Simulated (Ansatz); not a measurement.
**A computed series for PbS2: element substitutions**

The parent structure is PbS2 (space group I4/mcm, No. 140; a cell from a computed database, its experimental status unchecked).

```yaml
crystal:
  lattice:
    - [-3.03542, 3.03542, 3.73136]
    - [3.03542, -3.03542, 3.73136]
    - [3.03542, 3.03542, -3.73136]
  atoms:
    - { symbol: Pb, position: [0.75000, 0.75000, 0.00000] }
    - { symbol: Pb, position: [0.25000, 0.25000, 0.00000] }
    - { symbol: S, position: [0.12122, 0.62122, 0.74244] }
    - { symbol: S, position: [0.87878, 0.37878, 0.25756] }
    - { symbol: S, position: [0.62122, 0.87878, 0.50000] }
    - { symbol: S, position: [0.37878, 0.12122, 0.50000] }
```

Each row replaces one element on all its sites; cell and atoms are relaxed.

Method: Ansatz (an electronic-structure program), PBEsol, PAW, cutoff 420 eV, scalar-relativistic without spin-orbit coupling.

```tsv
change	lattice parameter a	c/a ratio
base	6.071 Å	1.229
S → Se	6.377 Å	1.211
S → P	[?]	1.245
S → O	5.053 Å	[?]
```

**Question.** Complete the table.

**Answer.** 
- S → P, lattice parameter a: 5.965 Å
- S → O, c/a ratio: 1.310

Whether these cells are dynamically stable was not tested. As relaxed here, PbP2 and PbO2 are hypothetical phases, not in the database extracts checked. For PbSe2 in this form, whether it has been made was not checked. The final runs are not spin-polarised.
